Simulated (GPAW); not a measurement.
A series of runs on VBiO₄ (I4_1/a, 12 atoms in the cell)

VBiO$_{4}$ has the tetragonal space group I4₁/a, origin choice 1 (No. 88), Pearson symbol tI24. Cell: a = 5.122 Å, b = 5.122 Å, c = 11.592 Å, α = 90.00°, β = 90.00°, γ = 90.00°. V on 4b is coordinated by 4 O at 1.733 Å (tetrahedral). Bi on 4a has 8 O at 2.421–2.467 Å. O on 16f is surrounded by 1 V at 1.733 Å and 2 Bi at 2.421–2.467 Å (trigonal planar). (Neighbours: up to the widest gap in distance over summed covalent radii, below 1.35, at either atom; cation-cation and far metal-metal contacts left out.)
(The calculation used a cell of 12 atoms; values per cell refer to that cell.)

Base run A: PBE, LCAO dzp, GPAW PAW datasets PBE (gpaw-data 1.0.1) run with GPAW, self-consistent single point.

Its settings: mode = lcao; h = 0.2 Å; basis = dzp; xc = PBE; kpts = 4 4 4; mesh shift (steps) = 0 0 0; occupations.name = fermi-dirac; occupations.width = 0 eV; convergence.forces = 0.001 eV/Å; symmetry.symmorphic = false; symmetry.tolerance = 0.0005; maxiter = 100.

The starting cell comes from a database of computed structures (which also holds hypothetical and non-ambient phases and stackings), without a prior relaxation at this level. Spin-orbit coupling is off. Values carry the incompleteness of an atom-centred basis.

Total energies depend on the potentials, the functional and any Hubbard or dispersion term, so they are compared only between runs that share all of them.

Run A gave: largest force (eV/Å) 0.753; gap on the mesh (eV) 2.111.

Runs:
- B: setups: default → {V: :d,1.0} [PBE+U, LCAO dzp]
- C: setups: default → {V: :d,2.0} [PBE+U, LCAO dzp]
- D: setups: default → {V: :d,3.0} [PBE+U, LCAO dzp]
- E: setups: default → {V: :d,4.0} [PBE+U, LCAO dzp]
- F: setups: default → {V: :d,5.0} [PBE+U, LCAO dzp]
- G: setups: default → {V: :d,6.0} [PBE+U, LCAO dzp]
- H: setups: default → {V: :d,7.0} [PBE+U, LCAO dzp]
- I: setups: default → {V: :d,8.0} [PBE+U, LCAO dzp]

Problem. What does run D change against A?

Solution. The largest force goes from 0.753 to 1.015 eV/Å and the gap on the mesh goes from 2.111 to 2.375 eV.

Problem. What does run G change against A?

Solution. The largest force goes from 0.753 to 1.293 eV/Å and the gap on the mesh goes from 2.111 to 2.768 eV.

```csv
run,largest force (eV/Å),gap on the mesh (eV)
A,0.753,2.111
B,0.836,2.187
C,0.925,2.275
D,1.015,2.375
E,1.102,2.491
F,1.200,2.626
G,1.293,2.768
H,1.397,2.883
I,1.504,2.869
```
